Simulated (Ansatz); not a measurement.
Input and output of a self-consistent single point for HfGa3 (I4mm, 4 atoms in the cell) (Ansatz, an electronic-structure program).

Method: LDA (PW92), default PAW files made with PBE (plane waves; Ansatz).

The change in words: lattice scaled by 0.98; kpoints.mp_grid.grid: 10 10 10 → 8 8 8. Reference geometry:
```xyz
4
Lattice="-1.9228 1.9228 4.4878 1.9228 -1.9228 4.4878 1.9228 1.9228 -4.4878" Properties=species:S:1:pos:R:3 pbc="T T T"
Hf     0.0000     0.0000     0.0500
Ga     0.0000     0.0000     4.4878
Ga     0.0000     1.9228     2.2439
Ga     1.9228     0.0000     2.2439
```

Reference input (self-consistent single point, DFT, LDA (PW92), plane waves, default PAW files made with PBE): basis.ecutwfc = 420 eV; kpoints.mp_grid.grid = 10 10 10; hamiltonian.xc = lda; hamiltonian.pseudopotentials = {kind: paw} (the program's default PAW files); scf.occupations.method = gaussian; scf.occupations.width = 0.1 eV. This run's input differs from it in these lines:

Ansatz 0.2 input:
```diff
@@ -2,5 +2,5 @@
   lattice:
-    - [-1.92276900, 1.92276900, 4.48780100]
-    - [1.92276900, -1.92276900, 4.48780100]
-    - [1.92276900, 1.92276900, -4.48780100]
+    - [-1.88431400, 1.88431400, 4.39804500]
+    - [1.88431400, -1.88431400, 4.39804500]
+    - [1.88431400, 1.88431400, -4.39804500]
   atoms:
@@ -13,3 +13,3 @@
 kpoints:
-  mp_grid: { grid: [10, 10, 10] }
+  mp_grid: { grid: [8, 8, 8] }
 hamiltonian:
```

Log, with long lists cut:

```
SCF iter   1: F=—  HF=-26599.583045 eV  |F-HF|=—  |Δ(HF+E_count)|=         —  Δρ=5.49e-3  dr2=7.55e-3  ethr=1.77e-3  ⟨swp⟩=5.4  Hψ=7691  notcnv=0
all-band conjugate gradients solve this SCF's bands
preconditioner: auto → Kerker (q_TF=auto, 2.746 Å⁻¹)
SCF iter   2: F=—  HF=-26599.580763 eV  |F-HF|=—  |Δ(HF+E_count)|=   2.28e-3  Δρ=2.59e-3  dr2=2.27e-3  ethr=1.16e-5  ⟨swp⟩=2.0  Hψ=4455  notcnv=0
SCF iter   3: F=—  HF=-26599.580443 eV  |F-HF|=—  |Δ(HF+E_count)|=   3.20e-4  Δρ=1.56e-3  dr2=8.97e-4  ethr=3.50e-6  ⟨swp⟩=2.0  Hψ=3793  notcnv=0
SCF iter   4: F=—  HF=-26599.580306 eV  |F-HF|=—  |Δ(HF+E_count)|=   1.37e-4  Δρ=1.78e-4  dr2=2.04e-5  ethr=1.38e-6  ⟨swp⟩=2.1  Hψ=2839  notcnv=0
SCF iter   5: F=—  HF=-26599.580286 eV  |F-HF|=—  |Δ(HF+E_count)|=   2.04e-5  Δρ=1.26e-4  dr2=9.30e-6  ethr=3.13e-8  ⟨swp⟩=2.1  Hψ=4115  notcnv=0
SCF iter   6: F=—  HF=-26599.580281 eV  |F-HF|=—  |Δ(HF+E_count)|=   4.57e-6  Δρ=4.37e-5  dr2=1.35e-6  ethr=1.43e-8  ⟨swp⟩=2.1  Hψ=4052  notcnv=0
SCF iter   7: F=-26599.580280 eV  HF=-26599.580280 eV  |F-HF|=8.63e-8  |Δ(HF+E_count)|=   5.65e-7  Δρ=1.05e-5  dr2=9.37e-8  ethr=1.54e-10  ⟨swp⟩=6.6  Hψ=11874  notcnv=0
SCF 1 converged in 7 iterations: F = -26599.580280 eV  dr2 = 9.37e-8
Free energy (F): -26599.580280 eV
Internal energy: -26599.573801 eV  (E = F + TS)
E sigma→0 (E₀):  -26599.577041 eV
Entropy (-TS):   -0.006479 eV (-1.620 meV/atom)
Fermi energy:    16.000605 eV
--- Forces (eV/Å), atoms counted from 1 ---
  atom   1  Hf    -0.00000000    -0.00000000    -0.40015558
  atom   2  Ga    -0.00000000     0.00000000    -0.10340940
  atom   3  Ga     0.00000000     0.00000000     0.25178702
  atom   4  Ga    -0.00000000    -0.00000000     0.25178702
--- Stress (GPa, compression-positive) ---
        3.767983       0.000000      -0.000000
        0.000000       3.767983       0.000000
       -0.000000      -0.000000       2.586715
  P = ⅓ Tr σ = 3.3742 GPa (33.742 kbar)
  The stress holds the Pulay correction. Without it, at fixed plane waves, as pw.x and ABINIT print it: P = 3.3340 GPa
```

The run converged in 7 iterations. Against the reference run the free energy goes down by 1.9 meV/atom, the pressure goes from -3.94 to 3.37 GPa and the largest force goes from 0.317 to 0.400 eV/Å.

The starting cell comes from a database of computed structures (which also holds hypothetical and non-ambient phases and stackings), without a prior relaxation at this level. Its lattice was rescaled by up to half a per cent. One atom was moved a little off its site on purpose. For this run, on top of that: lattice scaled by 0.98. With a pressure of about 3 GPa the cell is away from its equilibrium volume at this level. Ansatz's pressure includes its estimate of the finite-basis (Pulay) stress.
